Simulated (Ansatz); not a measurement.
Consider SrTiO₃ in the cubic perovskite structure (space group Pm-3m, No. 221; a = 3.891 Å). Axes: x, y, z lie along the cube axes.

Level of theory: Kohn–Sham DFT with the PBEsol functional, run in Ansatz (a program for electronic structure) with PAW and 420 eV plane waves, no spin-orbit coupling.

Base values:

```
Item       Result
--------  -------
Band gap  1.85 eV
```

The change: biaxial strain +0.50 %, plane normal [111], relaxed out of plane (Cartesian); in-plane vectors clamped, the third vector and the atoms free.

Q: Estimate the effect on the in-plane stress and band gap.

A: The mean in-plane stress (compression positive) is -1.9 GPa; the band gap drops by 0.04 eV (1.85 eV → 1.81 eV).

No phonon test of stability was made. All final runs are without spin polarisation. Many cubic perovskites are stable only at high temperature; tilts and polar distortions were not tested.
